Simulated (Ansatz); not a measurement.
The reference is Li2O in the anti-fluorite structure (space group Fm-3m, No. 225; a = 4.573 Å). Axes: x, y, z lie along the cube axes.

Level of theory: r2SCAN in Ansatz (plane waves to 500 eV, PAW, no spin-orbit coupling).

Base values:

```
Quantity   Result
--------  -------
Band gap  5.77 eV
```

The change: a free-standing slab of 6 layers (18 atoms, 3 a layer) is cut normal to [111], with 15 Å of vacuum and the in-plane cell held at bulk.

**Question.** How does this affect the band gap?

**Answer.** The band gap decreases by 2.315 eV to 3.45 eV.

**Question.** What does the calculation give for the gap character after the change?

**Answer.** The gap character amounts to direct at Γ.

Whether these cells are dynamically stable was not tested. k-point labels follow each cell's own Brillouin zone.

Ansatz is an electronic-structure program.
